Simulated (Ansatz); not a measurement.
System: Nb-vacancy pair (Nb on one host Cu site, one Cu site vacant) in fcc Cu (neutral cell). Calculation: PBE, PAW (plane waves to 420 eV; Ansatz, a quantum-chemistry and plane-wave program).

32-site cell at the relaxed PBE lattice, a 2×2×2 k-point mesh shifted by half a step, smearing 0.10 eV, spin-restricted, no finite-size correction. No zero-point or tunnelling terms. Forms of the defect that were not tried may lie lower.

Barriers: single points on a 4×4×4 k-point mesh shifted by half a step at the bands' geometries (they differ from the bands' own by up to 0.21 eV, and are uncertain by about as much).

The step: Nb and the vacancy change places (Nb-vacancy distance between ideal sites 2.57 Å throughout). Atoms about the jump, Cartesian Å from the middle of the jump, before and after:

```
atom     x0     y0     z0     x1     y1     z1
----  -----  -----  -----  -----  -----  -----
Nb1    0.00  -0.78  -0.78   0.00   0.78   0.78
Cu2   -1.89  -0.91   0.95  -1.89  -0.95   0.91
Cu3   -1.89   0.96  -0.91  -1.89   0.91  -0.96
Cu4    1.89  -0.91   0.96   1.89  -0.96   0.91
Cu5    1.89   0.96  -0.91   1.89   0.91  -0.96
Cu6    0.00  -2.74   0.94   0.00  -2.66   0.86
Cu7    0.00  -0.86   2.66   0.00  -0.94   2.74
Cu8    0.00   0.94  -2.74   0.00   0.86  -2.66
Cu9    0.00   2.66  -0.86   0.00   2.74  -0.94
Cu10  -1.79   0.91   2.69  -1.81   0.90   2.74
Cu11  -1.81  -2.74  -0.90  -1.79  -2.69  -0.91
Cu12  -1.79   2.69   0.91  -1.81   2.74   0.90
Cu13  -1.81  -0.90  -2.74  -1.79  -0.91  -2.69
Cu14   1.81  -2.74  -0.90   1.80  -2.70  -0.91
Cu15   1.80   0.91   2.70   1.81   0.90   2.74
Cu16   1.79   2.69   0.91   1.81   2.74   0.90
Cu17   1.81  -0.90  -2.74   1.79  -0.91  -2.69
Cu18   0.00   2.70   2.70   0.00   2.71   2.70
Cu19   0.00  -2.70  -2.71   0.00  -2.70  -2.70
Cu20  -3.63  -0.91  -0.91  -3.63  -0.92  -0.93
Cu21  -3.63   0.93   0.92  -3.63   0.91   0.91
```

**Question.** Where do these atoms stand at the saddle point, and how high is it?

**Answer.** 
```csv
atom,x,y,z
Nb1,0.00,0.00,-0.01
Cu2,-2.06,-1.00,0.99
Cu3,-2.06,1.00,-1.01
Cu4,2.06,-1.00,0.99
Cu5,2.06,1.00,-1.01
Cu6,0.00,-2.67,0.89
Cu7,0.00,-0.90,2.66
Cu8,0.00,0.90,-2.68
Cu9,0.00,2.67,-0.91
Cu10,-1.73,0.88,2.65
Cu11,-1.73,-2.66,-0.89
Cu12,-1.73,2.65,0.87
Cu13,-1.73,-0.89,-2.67
Cu14,1.73,-2.66,-0.89
Cu15,1.73,0.88,2.65
Cu16,1.73,2.65,0.87
Cu17,1.73,-0.89,-2.67
Cu18,0.00,2.71,2.70
Cu19,0.00,-2.72,-2.72
Cu20,-3.63,-0.96,-0.97
Cu21,-3.63,0.95,0.94
```
It lies 0.54 eV above the start and 0.54 eV above the end. The saddle point's order was not checked, and it lies on a symmetry element of the cell, where a band can be held.
